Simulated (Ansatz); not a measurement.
**A computed series for CrPdO2: response to strain**

The reference is CrPdO2 (space group R-3m, No. 166; a = 2.916 Å, c = 17.949 Å (hexagonal axes); ferromagnetic; a cell from a computed database, its experimental status unchecked; relaxed with 0.1 eV smearing). Axes: x lies along a and z along c of the hexagonal cell.

Strains are applied to the cell and any free atomic positions relax.

Calculations: Ansatz (a program for electronic structure), PBEsol, PAW, cutoff 420 eV, no spin-orbit coupling.

Notes on the quantities. pressure: mean of the normal stresses, compression positive; energy relative to the base: free energy F.

```json
[
 {"variant": "base", "pressure": "0.0 GPa", "energy relative to the base": "0 meV/atom", "largest site moment": "2.24 μB", "volume per atom": "11.01 Å³"},
 {"variant": "isotropic strain −1.34 %", "pressure": "(withheld)", "energy relative to the base": "+12 meV/atom", "largest site moment": "2.19 μB", "volume per atom": "10.58 Å³"},
 {"variant": "uniaxial strain ε_xx = −2.14 %", "pressure": "4.0 GPa", "energy relative to the base": "(withheld)", "largest site moment": "2.20 μB", "volume per atom": "10.78 Å³"},
 {"variant": "uniaxial strain ε_xx = +0.53 %", "pressure": "(withheld)", "energy relative to the base": "+0.3 meV/atom", "largest site moment": "2.24 μB", "volume per atom": "11.07 Å³"}
]
```

### Question
What belongs in the blanks?

### Answer

- isotropic strain −1.34 %, pressure: 9.2 GPa
- uniaxial strain ε_xx = −2.14 %, energy relative to the base: +4.3 meV/atom
- uniaxial strain ε_xx = +0.53 %, pressure: -0.9 GPa

Stability against distortions was not tested. No Hubbard U is applied and the magnetic state is the run's own (CrPdO2 ferromagnetic); other magnetic orders, which need larger cells, were not tried and can change the gap.
